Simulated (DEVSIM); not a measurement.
Schottky contact on n-type CdTe

System: Schottky contact on n-type CdTe, at 300 K.

```tsv
layer (left to right)	material	thickness (μm)	Nd (cm⁻³)	τn (s)	τp (s)
1	CdTe	10.0	1.1e15	2.1e-9	2.1e-9
```

Left contact: Schottky, work function 4.83 eV, emission velocity 1.1e7 cm/s. Right contact: ohmic. Voltage is applied to the left contact. Recombination: SRH at mid-gap. Mobility is μmin + (μ − μmin)/(1 + (N/Nref)^α).

Constants are typed, rounded textbook-type inputs, not results; the design itself was drawn at random and stands for no fabricated device. Values at 300 K.

```
parameter        CdTe
-------------  ------
gap (eV)          1.5
affinity (eV)    4.28
permittivity     10.2
Nc (cm⁻³)        8e17
Nv (cm⁻³)      1.8e19
μn (cm²/Vs)      1000
μp (cm²/Vs)        80
μn,min            100
μp,min             10
Nref,n           1e17
Nref,p           1e17
αn                0.6
αp                0.6
```

Simulated with DEVSIM: 1D drift-diffusion, Boltzmann statistics, complete ionisation; no tunnelling, impact ionisation, image-force lowering or self-heating. Metal contacts follow the ideal Schottky-Mott rule: no Fermi-level pinning, no interface dipoles.

| Property | Result |
|---|---|
| Potential step across the device at zero bias | 0.380 V |
| Largest field in the device at zero bias | 12000 V/cm |
| Dark forward voltage at 1 A/cm² | 0.218 V |
| Dark forward voltage at 100 A/cm² | 0.943 V |

Small-signal capacitance in reverse bias (quasi-static):

| V (V) | C (nF/cm²) |
|---|---|
| -0.2 | 12.0 |
| -0.5 | 9.65 |
| -1 | 7.67 |
| -1.5 | 6.55 |
| -2 | 5.81 |
| -3 | 4.87 |
| -4 | 4.28 |
| -5 | 3.86 |
| -6.5 | 3.41 |
| -8 | 3.09 |
| -10 | 2.77 |

Dark forward current:

| V (V) | J (A/cm²) |
|---|---|
| 0.05 | 0.0023 |
| 0.15 | 0.11 |
| 0.25 | 2.5 |
| 0.35 | 12 |
| 0.45 | 25 |
| 0.55 | 39 |
| 0.65 | 54 |
| 0.75 | 70 |
| 0.85 | 85 |
| 0.95 | 100 |
| 1.10 | 130 |
| 1.20 | 140 |
| 1.30 | 160 |
| 1.40 | 170 |
| 1.50 | 190 |
| 1.60 | 210 |
| 1.70 | 220 |
| 1.80 | 240 |
| 1.90 | 260 |
| 2.00 | 270 |
